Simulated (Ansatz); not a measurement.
**How the equilibrium volume per atom of BBi (model structure, started from the NiAs type, P6₃/mmc, No. 194, 4 atoms in the cell) moves with the method**

No measured value is used here.

```tsv
level (code)	value (Å³/atom)
PBE (Ansatz)	…
PBEsol (Ansatz)	18.07
PBE-D3(BJ) (Ansatz)	18.10
```

Question: Complete the blanks.

Answer: 
- PBE (Ansatz, a quantum-chemistry and plane-wave program), value (Å³/atom): 18.85

Density-functional levels without +SOC have no spin–orbit coupling. Ansatz's density-functional and Hartree–Fock values are scalar-relativistic unless marked +SOC, with PAW data made under PBE.

A model structure was made by putting elements into a prototype or built by hand; it is no filed structure, need not be a known phase, and can be a saddle point held by its symmetry.
